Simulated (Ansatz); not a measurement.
# Element substitutions in Y

The reference is Y in the hcp (Mg type) structure (space group P6_3/mmc, No. 194; a = 3.599 Å, c = 5.587 Å).

Each row replaces one element on all its sites; cell and atoms are relaxed.

Levels (all Ansatz, a quantum-chemistry and plane-wave program, PAW, earlier PAW set): PBEsol (420 eV, no SOC); r2SCAN (500 eV, scalar-relativistic without spin-orbit coupling); PBEsol+SOC (420 eV, spin-orbit coupling included).

Pressures by level, all at the geometries relaxed with PBEsol:

```json
[
 {"case": "base", "PBEsol": "0.0 GPa", "r2SCAN": "3.0 GPa", "PBEsol+SOC": "0.0 GPa"},
 {"case": "Y → Ta", "PBEsol": "0.0 GPa", "r2SCAN": "?", "PBEsol+SOC": "-0.1 GPa"},
 {"case": "Y → Al", "PBEsol": "0.0 GPa", "r2SCAN": "?", "PBEsol+SOC": "0.0 GPa"}
]
```

Some entries are withheld; estimate them.


- Y → Ta, r2SCAN: 4.3 GPa
- Y → Al, r2SCAN: -1.6 GPa

Single points use the geometry relaxed with PBEsol. Their cutoffs differ, which shifts pressures a little. Differences between runs with and without spin-orbit coupling are approximate. No phonon test of stability was made. For Ta and Al in this form, whether it has been made was not checked. The runs without spin-orbit coupling are not spin-polarised. This is not the structure that Ta has at room temperature and ambient pressure. This is not the structure that Al has at room temperature and ambient pressure.
